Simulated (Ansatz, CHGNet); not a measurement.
## How well does each level of theory give the lattice constant a of CsCl-type NiAl?

Reference value: 2.882 Å (measured, extrapolated to 0 K, zero-point anharmonic expansion removed (Haas, Tran, Blaha 2009); as tabulated in Levämäki et al. (2014), arXiv:1402.3671).

```tsv
level (code)	value (Å)	error (%)
CHGNet 0.3.0	2.886	+0.14
PBE (Ansatz)	2.893	+0.38
r²SCAN-D4 (Ansatz)	2.854	-0.97
HSE06-D3(BJ) (Ansatz)	2.821	-2.12
Hartree–Fock (Ansatz)	2.901	+0.66
```

Once the reference is moved by up to 0.30 % (a margin picked here for doubts on the reference and the settings) and values within 0.10 % count as equal, the nearest can be CHGNet 0.3.0 (+0.14 %) or PBE (+0.38 %). Among them HSE06-D3(BJ) (-2.12 %) misses by most.

The crystal itself was run without spin with PBE, r²SCAN-D4, HSE06-D3(BJ), Hartree–Fock; a magnetic state was not tried in these runs. HSE06-D3(BJ), Hartree–Fock: the run has no spin polarisation, so it can have missed a magnetic state. Cutoffs and k meshes differ between the levels. Ansatz's density-functional and Hartree–Fock values are scalar-relativistic unless marked +SOC, with PAW data made under PBE.

Machine-learned potentials (CHGNet 0.3.0) are trained on DFT data: a solid inside that data is no test of them.

Differences are worked out from the printed values.

Ansatz is a first-principles code.
